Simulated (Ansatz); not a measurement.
## Response to strain in TiN

Base system: TiN in the rock salt structure (space group Fm-3m, No. 225; relaxed with 0.1 eV smearing).

```
TiN
1.0
    0.00000     2.11696     2.11696
    2.11696     0.00000     2.11696
    2.11696     2.11696     0.00000
N Ti
1 1
Direct
  0.00000   0.00000   0.00000
  0.50000   0.50000   0.50000
```

Cartesian axes are those of the cell as printed.

Strains are applied to the cell and any free atomic positions relax; under biaxial strain the out-of-plane vector relaxes too.

Computed with r2SCAN (Ansatz, a program for electronic structure), no SOC, earlier PAW set.

Candidates:
(a) biaxial strain −2.49 %, plane normal [001], relaxed out of plane
(b) biaxial strain +2.38 %, plane normal [001], relaxed out of plane
(c) biaxial strain +0.93 %, plane normal [110], relaxed out of plane
(d) strain tensor (xx, yy, zz, yz, xz, xy) = (−0.76, −0.70, +2.36, +0.79, +0.10, +1.10) %

Notes on the quantities. energy relative to the base: free energy F.

Q: Order them by energy relative to the base, highest first.

A: (a) biaxial strain −2.49 %, plane normal [001], relaxed out of plane (+28 meV/atom), (b) biaxial strain +2.38 %, plane normal [001], relaxed out of plane (+21 meV/atom), (d) strain tensor (xx, yy, zz, yz, xz, xy) = (−0.76, −0.70, +2.36, +0.79, +0.10, +1.10) % (+13 meV/atom), (c) biaxial strain +0.93 %, plane normal [110], relaxed out of plane (+3.1 meV/atom)

A biaxial case was relaxed in a doubled cell and then solved in the primitive one. Whether these cells are dynamically stable was not tested. The final runs are not spin-polarised. An odd electron count without spin: TiN.
